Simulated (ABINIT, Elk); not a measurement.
An ABINIT input for a self-consistent single point of MnZn₃ (P-6m2, 4 atoms in the cell) (DFT, PBEsol, plane waves, PAW (JTH v2.0 PBE PAW, files made for PBE)):

```
# MnZn3, JTH v2.0 PBE PAW
pp_dirpath "./"
pseudos "Mn.GGA_PBE-JTH.xml, Zn.GGA_PBE-JTH.xml"
acell 2.7249800550 2.7249800550 8.7621100000 Angstrom
rprim
         1.0000000000   -0.0000000047    0.0000000000
        -0.4999999959    0.8660254061    0.0000000000
         0.0000000000    0.0000000000    1.0000000000
natom 4
ntypat 2
znucl 25 30
typat 1 2 2 2
xcart
         2.5747330064    1.4865227783    0.0000000000
         2.5747330064    1.4865227783    8.2789940869
         0.0000000139    2.9730455807    3.9974295049
         0.0000000139    2.9730455807   12.5605586689
ecut 816 eV
pawecutdg 1633 eV
pawxcdev 0
ixc -116133
nsppol 2
spinat
      0 0 4
      0 0 0
      0 0 0
      0 0 0
occopt 7
tsmear 0.00367493
nband 36
kptopt 1
ngkpt 11 11 3
nshiftk 1
shiftk 0 0 0
nstep 60
tolvrs 1.0e-11
prtwf 0
prtden 0
prtvol 1
enunit 1
```

Give the Elk input for the same structure, mesh, smearing and functional.

This is the input that was run; spellings and numerical settings could be chosen otherwise.

```
tasks
  0

xctype
  22

spinpol
  .true.

reducebf
  0.7

rgkmax
  7.0

rmtscf
  0.97

nempty
  12

stype
  0

swidth
  0.00367493

scale
  1.889726125

avec
    2.7249800550   -0.0000000128    0.0000000000
   -1.3624900164    2.3599019588    0.0000000000
    0.0000000000    0.0000000000    8.7621100000

atoms
  2   : nspecies
  'Mn.in'   : spfname
  1   : natoms; atposl, bfcmt below
  0.6666666667  0.3333333333  0.0000000000    0.0 0.0 -1.0
  'Zn.in'   : spfname
  3   : natoms; atposl, bfcmt below
  0.6666666667  0.3333333333  0.5000000000    0.0 0.0 0.0
  0.3333333333  0.6666666667  0.2414200000    0.0 0.0 0.0
  0.3333333333  0.6666666667  0.7585800000    0.0 0.0 0.0

ngridk
  11 11 3
```

Basis, cutoffs, solver keys and any potentials are the target program's own. This input uses DFT, PBEsol, all-electron FP-LAPW, Elk's shipped species files, default APW+lo basis.

The starting cell comes from a database of computed structures (which also holds hypothetical and non-ambient phases and stackings), without a prior relaxation at this level.
